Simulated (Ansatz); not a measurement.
**A computed series for Ru: pressure series**

The parent structure is Ru in the hcp (Mg type) structure (space group P6_3/mmc, No. 194).

```cif
data_Ru2
_chemical_formula_sum 'Ru2'
_space_group_name_H-M_alt 'P 1'
_space_group_IT_number 1
_cell_length_a 2.69188
_cell_length_b 2.69188
_cell_length_c 4.24566
_cell_angle_alpha 90.000
_cell_angle_beta 90.000
_cell_angle_gamma 120.000
loop_
_space_group_symop_operation_xyz
  'x, y, z'
loop_
_atom_site_label
_atom_site_type_symbol
_atom_site_fract_x
_atom_site_fract_y
_atom_site_fract_z
_atom_site_occupancy
Ru1 Ru 0.66667 0.33333 0.75000 1
Ru2 Ru 0.33333 0.66667 0.25000 1
```

Cell and atoms are relaxed at each pressure.

Calculations: PBEsol/PAW in Ansatz (a quantum-chemistry and plane-wave program), no SOC.

```csv
P (GPa),V (Å³/atom)
-2.01,13.400
-1.01,13.361
0.90,13.287
2.09,13.243
4.50,13.155
9.01,12.999
15.01,12.807
22.52,12.587
30.02,12.387
```

Task: Fit a third-order Birch–Murnaghan equation of state.

Result: Least squares on P(V) = (3B₀/2)[(V₀/V)^(7/3) − (V₀/V)^(5/3)]·[1 + (3/4)(B₀′ − 4)((V₀/V)^(2/3) − 1)] gives V₀ = 13.32 Å³/atom, B₀ = 347 GPa and B₀′ = 4.7.

Load acts through the strain it causes; cell and atoms are relaxed under it. Stability against distortions was not tested. Competing high-pressure phases were not computed. The final runs are not spin-polarised.
